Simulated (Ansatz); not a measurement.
# Effect of pressure −2 GPa on BeTe

Take BeTe in the zinc blende structure (space group F-43m, No. 216; a = 5.554 Å) as the base.

Perturbation: a negative pressure, −2 GPa.

Method: Ansatz (a quantum-chemistry and plane-wave program), LDA, PAW, cutoff 420 eV, no SOC. k-mesh 10×10×10 (Γ-centred); smearing 0.05 eV (Fermi–Dirac).

| quantity | base | changed | shift |
|---|---|---|---|
| volume per atom | 21.42 Å³ | 22.15 Å³ | +0.735 Å³ |
| density | 5.30 g/cm³ | 5.12 g/cm³ | -0.18 g/cm³ |
| lattice parameter a | 5.554 Å | 5.617 Å | +0.063 Å |
| shortest interatomic distance | 2.405 Å | 2.432 Å | +0.027 Å |
| band gap | 1.79 eV | 1.87 eV | +0.08 eV |
| gap character | indirect, Γ → X | indirect, Γ → X | – |
| smallest direct gap | 3.59 eV | 3.61 eV | +0.027 eV |
| mean gap deformation potential ΔEg/Δln V | – | +2.4 eV | – |
| width of the top valence band | 3.41 eV | 3.25 eV | -0.165 eV |
| electron mass | 1.3 mₑ along k, 0.24 mₑ across (at X) | 1.4 mₑ along k, 0.25 mₑ across (at X) | – |
| hole mass (degenerate bands, along [100]) | 0.20, 0.32, 0.32 mₑ (at Γ) | 0.20, 0.34, 0.34 mₑ (at Γ) | – |
| valley order (the lowest conduction-band minima on the path, energy above the VBM, named in the base's zone) | X along ⟨100⟩ 1.79 eV; L along ⟨111⟩ 3.18 eV | X along ⟨100⟩ 1.87 eV; L along ⟨111⟩ 3.08 eV | – |

Final structure:

```
CELL_PARAMETERS angstrom
      0.00000     2.80854     2.80854
      2.80854     0.00000     2.80854
      2.80854     2.80854     0.00000
ATOMIC_POSITIONS crystal
  Be 0.00000 0.00000 0.00000
  Te 0.25000 0.25000 0.25000
```

Cost of the whole job for the changed cell (relaxation, final SCF and bands): roughly 15 core-seconds.

Spin-orbit coupling, missing from the scalar runs, can matter with Te. Load acts through the strain it causes; cell and atoms are relaxed under it. Effective masses come from finite differences of ±0.01 Å⁻¹. Along k means along the line from Γ to the band edge. Whether these cells are dynamically stable was not tested.
